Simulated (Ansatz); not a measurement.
```
KTaO3
1.0
    3.98928     0.00000     0.00000
    0.00000     3.98928     0.00000
    0.00000     0.00000     3.98928
K Ta O
1 1 3
Direct
  0.00000   0.00000   0.00000
  0.50000   0.50000   0.50000
  0.00000   0.50000   0.50000
  0.50000   0.50000   0.00000
  0.50000   0.00000   0.50000
```

No spin polarisation.

Hole doping at 7.0×10^21 cm⁻³ (0.444 per cell), with a uniform compensating background at fixed cell and a 300 K Fermi–Dirac width.

Computed with r2SCAN in Ansatz (plane waves to 500 eV, PAW, scalar-relativistic without spin-orbit coupling), earlier PAW set. Settings: 12×12×12 k-points, 0.0259 eV Fermi–Dirac smearing.

Question: Predict the gap character, Fermi level from band edge and gap between the host's bands.

Answer: 
* **Gap character**: indirect, R → Γ
* **Fermi level relative to the doped band's edge (positive inside the band; to 0.05 eV)**: +0.20 eV
* **Gap between the host's bands**: 2.90 eV

Charged cell with a jellium background: band edges are those of the host's band count, energies are not comparable with the neutral cell, and many-body gap narrowing is missing. Spin-orbit coupling, missing from the scalar runs, can matter with Ta. Whether these cells are dynamically stable was not tested. The cell was made from KTaO3 in the cubic perovskite structure (space group Pm-3m, No. 221) by this change: holes 7.0×10^21 cm⁻³.

Ansatz is a first-principles code.
